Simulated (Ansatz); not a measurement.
An Ansatz (an electronic-structure program) run: Cs2SnI6 with a change (Sb on a Sn site); PBEsol (Ansatz, PAW, scalar-relativistic without spin-orbit coupling).

Input:

Ansatz 0.2 input:
```yaml
crystal:
  lattice:
    - [-5.7751242948, 5.7751242948, 0]
    - [0, 0, 11.5502485896]
    - [5.7751242948, 5.7751242948, 0]
  atoms:
    - { symbol: Cs, position: [0.0008057337, 0.2496912544, 0.4992537525] }
    - { symbol: Cs, position: [0.499986536, 0.7487704377, 0.0018407512] }
    - { symbol: Cs, position: [-0.0015779313, 0.7516590844, 0.50041428] }
    - { symbol: Cs, position: [0.4992053887, 0.2480512801, 0.0017775664] }
    - { symbol: Sb, position: [0.0007116543, 0.0000571158, -0.0007820253] }
    - { symbol: Sn, position: [0.503179167, 0.4983805952, 0.4965425038] }
    - { symbol: I, position: [0.2528981601, 0.4982058671, 0.7429867805] }
    - { symbol: I, position: [0.7552098116, -0.0010090016, 0.247927711] }
    - { symbol: I, position: [0.7470876274, 0.4969346357, 0.2550207249] }
    - { symbol: I, position: [0.2499993083, -0.001960614, 0.7494317727] }
    - { symbol: I, position: [0.7466458928, 0.4978113738, 0.749277133] }
    - { symbol: I, position: [0.2466048427, -0.0017061433, 0.2482379986] }
    - { symbol: I, position: [0.2512223965, 0.5018456501, 0.2514909441] }
    - { symbol: I, position: [0.7546761961, -0.0010135763, 0.7510756587] }
    - { symbol: I, position: [-0.0020240008, 0.2494768353, -0.0037930582] }
    - { symbol: I, position: [0.4957914106, 0.7494579718, 0.5014909162] }
    - { symbol: I, position: [-0.0024941416, 0.7528597147, -0.0016449377] }
    - { symbol: I, position: [0.498511574, 0.2502513623, 0.5015287951] }
basis: { ecutwfc: 420, ecutrho_ratio: 4, xc_grid: 2, fft_grid_basis: typed }
kpoints: { mp_grid: { grid: [4, 3, 4] } }
hamiltonian:
  xc: pbesol
  dispersion: none
  pseudopotentials: { kind: paw }
scf: { occupations: { method: fermi_dirac, width: 0.05 }, convergence: { dr2_threshold: 0.0000000018 } }
relax: { f_tol: 0.02, max_steps: 45 }
output: { forces: true, stress: true }
checkpoint: { write: state.ck, write_every: 1000 }
```

Output (explanatory and most iteration lines left out):

```
Relaxation: its limit of steps is 45 (relax.max_steps)
Pseudopotential: Cs, paw, valence charge 9
Pseudopotential: Sb, paw, valence charge 15
Pseudopotential: Sn, paw, valence charge 14
Pseudopotential: I, paw, valence charge 17
Crystal: 18 atoms, lattice volume = 770.449 Å³
Basis set: ecut = 420 eV, 15119 PW (Γ), exchange–correlation on 120×160×120 points (8 copies of the dense FFT grid, shifted against one another)
Bands: 162, of which v1, the nominal top of the filled ones, is band 135 counted from 1 (134 counted from 0)
Symmetry: 1 space group operations
Space group: P1 (ITA 1), of the structure as read, at distance tolerance 9.2e-5 Å
k-points: 26 of 48 (time reversal used)
Functional: x = pbesol(κ = 0.804, μ = 0.12345679012345678), c = pbesol(β = 0.046)
SCF iter   1: F=—  HF=-123904.437045 eV  |F-HF|=—  |Δ(HF+E_count)|=         —  Δρ=2.22e-3  dr2=9.74e-2  ethr=1.77e-3  ⟨swp⟩=7.8  Hψ=18237  notcnv=0  defer=317
SCF iter   2: F=—  HF=-123904.418575 eV  |F-HF|=—  |Δ(HF+E_count)|=   1.85e-2  Δρ=1.16e-3  dr2=3.09e-2  ethr=3.62e-5  ⟨swp⟩=3.0  Hψ=7156  notcnv=0  defer=530
SCF 1 converged in 12 iterations: F = -123904.411047 eV  dr2 = 9.75e-10
relax step   1: F+E_penalty+E_count = -123904.41104743 eV  Δ(F+E_penalty+E_count) = +0.000e0 eV  max|allowed force component| = 4.182e-1 eV/Å  Δτ_max = 0.0000 Å  (12 SCF iters, accepted)
Crystal: 18 atoms, lattice volume = 770.449 Å³
SCF iter   1: F=—  HF=-123904.498784 eV  |F-HF|=—  |Δ(HF+E_count)|=         —  Δρ=2.03e-3  dr2=3.62e-2  ethr=1.15e-5  ⟨swp⟩=2.0  Hψ=16542  notcnv=0  defer=507
SCF iter   2: F=—  HF=-123904.500686 eV  |F-HF|=—  |Δ(HF+E_count)|=   1.90e-3  Δρ=1.44e-3  dr2=3.98e-2  ethr=1.15e-5  ⟨swp⟩=3.0  Hψ=8281  notcnv=0  defer=507
SCF 2 converged in 11 iterations: F = -123904.489458 eV  dr2 = 5.74e-10
relax step   2: F+E_penalty+E_count = -123904.48945763 eV  Δ(F+E_penalty+E_count) = -7.841e-2 eV  max|allowed force component| = 1.222e-1 eV/Å  Δτ_max = 0.0736 Å  (11 SCF iters, accepted)
Crystal: 18 atoms, lattice volume = 770.449 Å³
SCF iter   1: F=—  HF=-123904.493535 eV  |F-HF|=—  |Δ(HF+E_count)|=         —  Δρ=4.52e-4  dr2=2.00e-3  ethr=5.98e-6  ⟨swp⟩=6.0  Hψ=10263  notcnv=0  defer=536
SCF iter   2: F=—  HF=-123904.493548 eV  |F-HF|=—  |Δ(HF+E_count)|=   1.31e-5  Δρ=3.26e-4  dr2=1.93e-3  ethr=7.43e-7  ⟨swp⟩=2.0  Hψ=8364  notcnv=0  defer=536
SCF 3 converged in 9 iterations: F = -123904.492896 eV  dr2 = 8.20e-10
relax step   3: F+E_penalty+E_count = -123904.49289618 eV  Δ(F+E_penalty+E_count) = -3.439e-3 eV  max|allowed force component| = 4.810e-2 eV/Å  Δτ_max = 0.0131 Å  (9 SCF iters, accepted)
Crystal: 18 atoms, lattice volume = 770.449 Å³
SCF iter   1: F=—  HF=-123904.494551 eV  |F-HF|=—  |Δ(HF+E_count)|=         —  Δρ=4.01e-4  dr2=3.15e-3  ethr=6.11e-6  ⟨swp⟩=5.0  Hψ=10127  notcnv=0  defer=536
SCF iter   2: F=—  HF=-123904.494528 eV  |F-HF|=—  |Δ(HF+E_count)|=   2.31e-5  Δρ=3.65e-4  dr2=2.71e-3  ethr=1.17e-6  ⟨swp⟩=2.0  Hψ=8260  notcnv=0  defer=536
SCF 4 converged in 9 iterations: F = -123904.493579 eV  dr2 = 1.28e-9
relax step   4: F+E_penalty+E_count = -123904.49357874 eV  Δ(F+E_penalty+E_count) = -6.826e-4 eV  max|allowed force component| = 1.497e-3 eV/Å  Δτ_max = 0.0211 Å  (9 SCF iters, accepted)
SCF converged after 9 iterations
Free energy (F): -123904.493579 eV
Internal energy: -123904.450054 eV  (E = F + TS)
E sigma→0 (E₀):  -123904.471816 eV
[...]
  atom   9  I      0.00045344    -0.00081851     0.00044089
  atom  10  I     -0.00122875    -0.00033188     0.00043082
  atom  11  I     -0.00082024    -0.00116395     0.00032634
  atom  12  I      0.00019361     0.00097379     0.00005915
  atom  13  I      0.00054680     0.00149687    -0.00079312
  atom  14  I      0.00036479    -0.00102617     0.00001977
  atom  15  I      0.00042284     0.00047584    -0.00129227
  atom  16  I     -0.00007116    -0.00013568    -0.00032862
  atom  17  I     -0.00011862     0.00049294     0.00124886
  atom  18  I     -0.00021137     0.00042807     0.00049597
--- Stress (GPa, compression-positive) ---
       -0.075909       0.000277       0.000005
        0.000277      -0.076814       0.000150
        0.000005       0.000150      -0.015415
  P = ⅓ Tr σ = -0.0560 GPa (-0.560 kbar)
--- Relaxed structure (4 steps of the walk, 4 accepted, 0 SCFs on fresh bases) ---
  atoms:
    - { symbol: Cs, position: [-9.975962183725318e-5, 0.2503505854661599, 0.49955386162711024] }
    - { symbol: Cs, position: [0.49976231750549893, 0.748305901938487, -0.00031338371395961406] }
    - { symbol: Cs, position: [-0.0001231253526763898, 0.7485573114909141, 0.49977001546130606] }
    - { symbol: Cs, position: [0.4997257894129595, 0.2502624798128582, -0.00043865603469500636] }
    - { symbol: Sb, position: [-0.00022620088439859138, -0.0007026047531120108, -0.00047385528162003564] }
    - { symbol: Sn, position: [0.4998309946499107, 0.4993003488122082, 0.4995231999187069] }
    - { symbol: I, position: [0.2503179131407737, 0.49941028391867426, 0.7479528135544273] }
    - { symbol: I, position: [0.7469075135469302, -0.0005202380233302434, 0.25222727907104536] }
    - { symbol: I, position: [0.7493266374233769, 0.49916836010263205, 0.2511394424672022] }
    - { symbol: I, position: [0.2527357176862429, -0.0008730647943458468, 0.7469066919922333] }
    - { symbol: I, position: [0.7482290677297416, 0.4991106598277149, 0.7490589143386166] }
    - { symbol: I, position: [0.2524834469809294, -0.0008089567811931814, 0.2524097720812487] }
    - { symbol: I, position: [0.2513494386237776, 0.4995626083163913, 0.250051541786333] }
    - { symbol: I, position: [0.7471236874731383, -0.0005665105615004836, 0.7466111024478997] }
    - { symbol: I, position: [4.5978088201614645e-5, 0.2522359900597483, -0.0005788345052071462] }
    - { symbol: I, position: [0.5001245748811771, 0.7477335610748588, 0.49965240183559917] }
    - { symbol: I, position: [-0.000551436421463399, 0.7463660121543746, -0.0004250143067212962] }
    - { symbol: I, position: [0.4994770712377174, 0.2508711151384606, 0.49944997476047454] }
```

The cell is small, so the values are those of an ordered compound at a high defect concentration; dilute-limit values will differ. The final runs are not spin-polarised. The cell was made from Cs2SnI6 (space group Fm-3m, No. 225) by this change: Sb on a Sn site. The defect cell is not spin-polarised.
